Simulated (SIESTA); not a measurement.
**A self-consistent single point of Zr2Al (I4/mcm, 6 atoms in the cell) with SIESTA**

Method of the run: GGA PBEsol, numerical atomic orbitals DZP, PseudoDojo PBEsol standard norm-conserving potentials (rewritten from UPF to PSML) (SIESTA).

Input:

```
# files in the folder: Zr.psml Al.psml (PseudoDojo PBEsol standard)
SystemName  Zr2Al
SystemLabel zr2al

NumberOfAtoms                6
NumberOfSpecies              2
%block ChemicalSpeciesLabel
  1 40 Zr
  2 13 Al
%endblock ChemicalSpeciesLabel
LatticeConstant              5.505202 Ang
%block LatticeVectors
    -0.618187489    0.618187489    0.485477735
     0.618187489   -0.618187489    0.485477735
     0.618187489    0.618187489   -0.485477735
%endblock LatticeVectors
AtomicCoordinatesFormat      Fractional
%block AtomicCoordinatesAndAtomicSpecies
     0.348600000    0.151400000    0.500000000  1
     0.651400000    0.848600000    0.500000000  1
     0.151400000    0.651400000    0.802800000  1
     0.848600000    0.348600000    0.197200000  1
     0.250000000    0.250000000    0.000000000  2
     0.750000000    0.750000000    0.000000000  2
%endblock AtomicCoordinatesAndAtomicSpecies

XC.functional                GGA
XC.authors                   PBEsol
PAO.BasisSize                DZP
PAO.EnergyShift              0.01 Ry
MeshCutoff                   400 Ry
%block kgrid.MonkhorstPack
    5   0   0  0.0
    0   5   0  0.0
    0   0   5  0.0
%endblock kgrid.MonkhorstPack
OccupationFunction           MP
OccupationMPOrder            0
ElectronicTemperature        0.1 eV

MaxSCFIterations             150
SCF.Mixer.Method             Broyden
SCF.Mixer.Weight             0.2
SCF.Mixer.History            8
SCF.DM.Tolerance             1.0E-04
Diag.ParallelOverK           true
WriteForces                  true
```

Output (repeated stretches shortened):

```
reinit: Reading from file input.fdf

reinit: System Name: Zr2Al
reinit: System Label: zr2al

coor:   Atomic-coordinates input format  =     Fractional

siesta: Atomic coordinates (Bohr) and species
siesta:      1.94737   4.48384   0.00000  1        1
siesta:      4.48384   1.94737   5.05058  1        2
siesta:      8.37857   1.94737   0.00000  1        3
siesta:     -1.94737   4.48384   5.05058  1        4
siesta:      0.00000   0.00000   2.52529  2        5
siesta:      0.00000   0.00000   7.57587  2        6

siesta: System type = bulk

initatomlists: Number of atoms, orbitals, and projectors:      6   102   108

siesta: ******************** Simulation parameters ****************************
redata: Spin configuration                          = none
redata: Time-Reversal Symmetry                      = T
redata: Number of Atomic Species                    =        2
redata: Mesh Cutoff                                 =   400.0000 Ry
redata: Net charge of the system                    =     0.0000 |e|
redata: Min. number of SCF Iter                     =        0
redata: Max. number of SCF Iter                     =      150
redata: SCF convergence failure will abort job
redata: SCF mix quantity                            = Hamiltonian
redata: Mix DM or H after convergence               =   F
redata: Recompute H after scf cycle                 =   F
redata: Mix DM in first SCF step                    =   T
redata: No kicks to SCF
redata: DM Mixing Weight for Kicks                  =     0.5000
redata: Require Harris convergence for SCF          =   F
redata: Harris energy tolerance for SCF             =     0.000100 eV
redata: Require DM convergence for SCF              =   T
redata: DM tolerance for SCF                        =     0.000100
redata: Require EDM convergence for SCF             =   F
redata: EDM tolerance for SCF                       =     0.001000 eV
redata: Require H convergence for SCF               =   T
redata: Hamiltonian tolerance for SCF               =     0.001000 eV
redata: Require (free) Energy convergence for SCF   =   F
redata: (free) Energy tolerance for SCF             =     0.000100 eV
redata: Using DFT-D3 dispersion                     =   F
redata: Using Saved Data (generic)                  =   F
redata: Method of Calculation                       = Diagonalization
redata: Electronic Temperature                      =  1160.4518 K
redata: Number of TDED substeps                     =        3
redata: Dynamics option                             = Single-point calculation
redata: Save all siesta data in one NC              =   F
redata: ***********************************************************************

%block SCF.Mixers
  Broyden
%endblock SCF.Mixers

%block SCF.Mixer.Broyden
  # Mixing method
  method broyden

  # Mixing options
  weight 0.2000
  weight.linear 0.2000
  weight.prime 0.2000
  history 8
%endblock SCF.Mixer.Broyden

DM_history_depth set to one: no extrapolation allowed by default for geometry relaxation
Size of DM history Fstack: 1
Total number of electrons:    54.000000
Total ionic charge:    54.000000

* ProcessorY, Blocksize:    1  64

* Orbital distribution balance (max,min):   102   102

 Kpoints in:           75 . Kpoints trimmed:           63

siesta: k-grid: Number of k-points = 63
siesta: k-points from Monkhorst-Pack grid
siesta: k-cutoff (effective) =    13.363 Ang
siesta: k-point supercell and displacements
siesta: k-grid:     5     0     0      0.000
siesta: k-grid:     0     5     0      0.000
siesta: k-grid:     0     0     5      0.000

diag: Algorithm                                     = D&C
diag: Parallel over k                               =   F
diag: Use parallel 2D distribution                  =   F
diag: Parallel block-size                           = 64
diag: Parallel distribution                         =     1 x     1
diag: Used triangular part                          = Lower
diag: Absolute tolerance                            =  0.100E-15
diag: Orthogonalization factor                      =  0.100E-05
diag: Memory factor                                 =  1.0000

superc: Internal auxiliary supercell:     5 x     5 x     5  =     125
superc: Number of atoms, orbitals, and projectors:    750  12750  13500

                        Single-point calculation

superc: Internal auxiliary supercell:     5 x     5 x     5  =     125
superc: Number of atoms, orbitals, and projectors:    750  12750  13500

outcell: Unit cell vectors (Ang):
       -3.403247    3.403247    2.672653
        3.403247   -3.403247    2.672653
        3.403247    3.403247   -2.672653

outcell: Cell vector modules (Ang)   :    5.505202    5.505202    5.505202
outcell: Cell angles (23,13,12) (deg):    103.6322    103.6322    121.9125
outcell: Cell volume (Ang**3)        :    123.8196
new_DM -- step:     1
Initializing Density Matrix...

Attempting to read DM from file... Failed...
DM filled with atomic data:

InitMesh: MESH = 60 x 60 x 64 = 230400
InitMesh: Mesh cutoff (required, used) =   400.000   429.524 Ry

stepf: Methfessel-Paxton step function
       Using Hermite-Gauss polynomials of order  0

        iscf     Eharris(eV)        E_KS(eV)     FreeEng(eV)     dDmax    Ef(eV) dHmax(eV)
   scf:    1    -5599.481179    -5629.640008    -5629.670082  1.706634 -5.448282  4.789413
   scf:    2    -5633.421425    -5631.857990    -5631.890784  0.077496 -5.618071  2.586944
   scf:    3    -5632.872440    -5632.474130    -5632.508501  0.069088 -5.767815  0.869971
   scf:    4    -5632.661105    -5632.592733    -5632.629273  0.047321 -5.854308  0.064724
   scf:    5    -5632.596852    -5632.595453    -5632.631989  0.009914 -5.866755  0.030031
   scf:    6    -5632.595788    -5632.595663    -5632.632146  0.001574 -5.863257  0.010744
   scf:    7    -5632.595767    -5632.595716    -5632.632169  0.001159 -5.864173  0.005538
   scf:    8    -5632.595762    -5632.595739    -5632.632176  0.000838 -5.864882  0.001075
   scf:    9    -5632.595747    -5632.595743    -5632.632177  0.000225 -5.865013  0.000510
   scf:   10    -5632.595743    -5632.595743    -5632.632177  0.000084 -5.865090  0.000177

SCF Convergence by DM+H criterion
max |DM_out - DM_in|         :     0.0000835920
max |H_out - H_in|      (eV) :     0.0001772046
SCF cycle converged after 10 iterations

Using DM_out to compute the final energy and forces

siesta: E_KS(eV) =            -5632.5957

siesta: E_KS - E_eggbox =     -5632.5957

siesta: Atomic forces (eV/Ang):
     1    0.009429   -0.009429   -0.000000
     2   -0.009429    0.009429    0.000000
     3    0.008022    0.008022    0.001646
     4   -0.008022   -0.008022   -0.001646
     5   -0.000003    0.000003   -0.000000
     6    0.000003   -0.000003    0.000000
   Tot    0.000000   -0.000000    0.000000
   Max    0.009429
   Res    0.005862    sqrt( Sum f_i^2 / 3N )
   Max    0.009429    constrained

Stress tensor Voigt[x,y,z,yz,xz,xy] (kbar):       23.57       23.57       19.84       -0.08       -0.08        0.11
(Free)E + p*V (eV/cell)    -5634.3576
Target enthalpy (eV/cell)    -5632.6322

siesta: Program's energy decomposition (eV):
siesta: Ebs     =     -1375.749864
siesta: Eions   =      8897.715358
siesta: Ena     =      2118.464741
siesta: Ekin    =      1610.219151
siesta: Enl     =       591.540232
siesta: Eso     =         0.000000
siesta: Edftu   =         0.000000
siesta: DEna    =        83.972704
siesta: DUscf   =         1.847350
siesta: DUext   =         0.000000
siesta: Ex      =     -1045.135835
siesta: Ec      =       -95.788728
siesta: Exc     =     -1140.924563
siesta: Eharris =     -5632.595743
siesta: Etot    =     -5632.595743
siesta: FreeEng =     -5632.632177

siesta: Stress tensor (static) (eV/Ang**3):
siesta:     0.014712    0.000069   -0.000048
siesta:     0.000069    0.014712   -0.000048
siesta:    -0.000048   -0.000048    0.012382

siesta: Cell volume =        123.819632 Ang**3

siesta: Pressure (static):
siesta:                Solid            Molecule  Units
siesta:          -0.00015177         -0.00015187  Ry/Bohr**3
siesta:          -0.01393526         -0.01394430  eV/Ang**3
siesta:         -22.32675326        -22.34122912  kBar
```

The run converged in 10 iterations.

The starting cell comes from a database of computed structures (which also holds hypothetical and non-ambient phases and stackings), without a prior relaxation at this level. Its lattice was rescaled by a random factor within 2.5 % of one. Values carry the incompleteness of an atom-centred basis.

Cost on one core of a shared machine: roughly 50 s.
